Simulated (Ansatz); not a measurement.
# MgO: response to strain

Base system: MgO in the rock salt structure (space group Fm-3m, No. 225; a = 4.214 Å).

Strains are applied to the cell and any free atomic positions relax.

Computed with Ansatz (a first-principles code) PBEsol, no spin-orbit coupling.

Candidates:
(a) isotropic strain −1.50 %
(b) isotropic strain −2.50 %
(c) isotropic strain −2.00 %
(d) isotropic strain +1.50 %
(e) isotropic strain −1.00 %

For the base:

- Band gap = 4.62 eV

Question: Order them by band gap, lowest first.

Answer: (d) isotropic strain +1.50 % (4.21 eV), (e) isotropic strain −1.00 % (4.92 eV), (a) isotropic strain −1.50 % (5.07 eV), (c) isotropic strain −2.00 % (5.22 eV), (b) isotropic strain −2.50 % (5.38 eV)

Gaps are read on the SCF mesh and a high-symmetry path. Whether these cells are dynamically stable was not tested.
